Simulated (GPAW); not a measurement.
A self-consistent single point of CdS (P6_3mc, 4 atoms in the cell) with GPAW.

Level of theory: PBE, GPAW PAW datasets PBE (gpaw-data 1.0.1) (plane waves; GPAW).

The change in words: lattice scaled by 0.985; ecut: 600 eV → 360 eV. Reference geometry:
```yaml
crystal:
  lattice:
    - [4.16884, 0.00000, 0.00000]
    - [-2.08442, 3.61032, 0.00000]
    - [0.00000, 0.00000, 6.77962]
  atoms:
    - { symbol: Cd, position: [0.66667, 0.33333, 0.50022] }
    - { symbol: Cd, position: [0.33333, 0.66667, 0.00022] }
    - { symbol: S, position: [0.66667, 0.33333, 0.87678] }
    - { symbol: S, position: [0.33333, 0.66667, 0.37678] }
```

Reference input (self-consistent single point, DFT PBE, plane waves, GPAW PAW datasets PBE (gpaw-data 1.0.1)): mode = pw; ecut = 600 eV; xc = PBE; kpts = 9 9 5; mesh shift (steps) = 0 0 0; occupations.name = fermi-dirac; occupations.width = 0 eV; nbands = -4; convergence.density = 1e-05 e/electron; convergence.energy = 1e-05 eV/electron; convergence.bands = -2; symmetry.symmorphic = false. This run's input differs from it in these lines:

```diff
@@ -5,5 +5,5 @@
 atoms = Atoms(['Cd', 'Cd', 'S', 'S'],
-              cell=[[4.168840, 0.000000, 0.000000],
-                    [-2.084420, 3.610321, 0.000000],
-                    [0.000000, 0.000000, 6.779620]],
+              cell=[[4.106307, 0.000000, 0.000000],
+                    [-2.053154, 3.556166, 0.000000],
+                    [0.000000, 0.000000, 6.677926]],
               scaled_positions=[[0.666667, 0.333333, 0.500220],
@@ -14,3 +14,3 @@
 
-calc = GPAW(mode=PW(600),
+calc = GPAW(mode=PW(360),
             xc='PBE',
```

Log, with long lists cut:

```
     iter     time        total  log10-change:
                         energy   eigst   dens
iter:   1 --:--:--   -13.174579   +0.14
iter:   2 --:--:--   -12.975970   -0.88  -1.12
iter:   3 --:--:--   -12.185208   -1.03  -1.16
iter:   4 --:--:--   -12.184446   -2.09  -1.55
iter:   5 --:--:--   -12.310621   -1.91  -1.57
iter:   6 --:--:--   -12.174192   -2.14  -1.86
iter:   7 --:--:--   -12.172390   -3.26  -2.65
iter:   8 --:--:--   -12.170781   -3.30  -2.80
iter:   9 --:--:--   -12.171079   -4.20  -3.22
iter:  10 --:--:--   -12.170899c  -4.91  -3.17
iter:  11 --:--:--   -12.170824c  -5.31  -3.25
iter:  12 --:--:--   -12.170595c  -4.67  -3.37
iter:  13 --:--:--   -12.170597c  -5.94  -4.03
iter:  14 --:--:--   -12.170593c  -5.82  -4.06
   [... 2 lines left out ...]
iter:  17 --:--:--   -12.170593c  -6.11  -4.11
iter:  18 --:--:--   -12.170593c  -7.27  -4.49
iter:  19 --:--:--   -12.170595c  -6.38  -4.50
iter:  20 --:--:--   -12.170592c  -6.77  -4.43
iter:  21 --:--:--   -12.170592c  -8.15c -5.22c
Converged after 21 iterations.

Dipole moment: (-0.000000, 0.000000, 3.170388) |e|*Ang

Energy contributions relative to reference atoms: (reference = -326061.476468)

Kinetic:        +43.831980
Potential:      -39.509487
External:        +0.000000
XC:             -17.165894
Entropy (-ST):   +0.000000
Local:           +0.672809
SIC:             +0.000000
--------------------------
Free energy:    -12.170592
Extrapolated:   -12.170592

Showing only first 2 kpts
 Kpt  Band  Eigenvalues  Occupancy
  0    16      3.79536    2.00000
  0    17      3.79538    2.00000
  0    18      5.03312    0.00000
  0    19      6.58973    0.00000

  1    16      3.71387    2.00000
  1    17      3.71389    2.00000
  1    18      5.69479    0.00000
  1    19      6.64206    0.00000

Fermi level: 4.41425

Gap: 1.238 eV
Transition (v -> c):
   [... lines left out ...]
Energy (eV): -12.170592

Forces in eV/Ang:
  0 Cd    0.00000    0.00000   -0.00055
  1 Cd   -0.00000   -0.00000   -0.00055
  2 S     0.00000    0.00000    0.00111
  3 S    -0.00000   -0.00000    0.00111

Stress tensor:
    -0.006394    -0.000000     0.000000
    -0.000000    -0.006394    -0.000000
    -0.000000    -0.000000    -0.006895
Stress (GPa, Voigt): [-1.0244 -1.0244 -1.1047 -0.      0.     -0.    ]
```

The run converged in 21 iterations. GPAW prints stress with tension positive. Against the reference run the free energy rises by 131 meV/atom, the largest force moves little (0.003 to 0.001 eV/Å) and the gap on the mesh goes from 1.143 to 1.238 eV.

At such cutoffs GPAW's stress carries a finite-basis (Pulay) error, which enters relaxed cells too; its log prints stress with tension positive.

The starting cell comes from a database of computed structures (which also holds hypothetical and non-ambient phases and stackings), without a prior relaxation at this level. For this run, on top of that: lattice scaled by 0.985.

Cost on one core of a shared machine: roughly 40 s.
